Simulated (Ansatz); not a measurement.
Consider NaCl in the NiAs type structure (space group P6_3/mmc, No. 194; a = 3.8571 Å, c = 6.9858 Å; a cell from a computed database, its experimental status unchecked). Axes: x lies along a and z along c of the hexagonal cell.

Calculations: PBEsol in Ansatz (plane waves to 420 eV, PAW, spin-orbit coupling left out).

For the base:

```
Item                    Value
-------------------  --------
Smallest direct gap   4.56 eV
Pressure             0.00 GPa
Band gap              4.38 eV
```

The change: strain tensor (xx, yy, zz, yz, xz, xy) = (−0.26, −1.21, −0.41, +0.08, −0.59, +1.05) %; the atoms relax in the strained cell.

What does the calculation give for the smallest direct gap after the change?

The smallest direct gap increases by 0.01 eV, from 4.56 eV to 4.57 eV.

How does this affect the pressure?

The pressure (mean of the normal stresses, compression positive) goes from zero to 0.49 GPa.

What happens to the energy relative to the base?

The energy rises by 1.2 meV/atom.

What happens to the band gap?

The band gap goes up by 0.07 eV, from 4.38 eV to 4.45 eV.

Stability against distortions was not tested. The base started in P-62m and relaxed to P6_3/mmc at this level. This is not the structure that NaCl has at room temperature and ambient pressure.

Ansatz is a program for electronic structure.
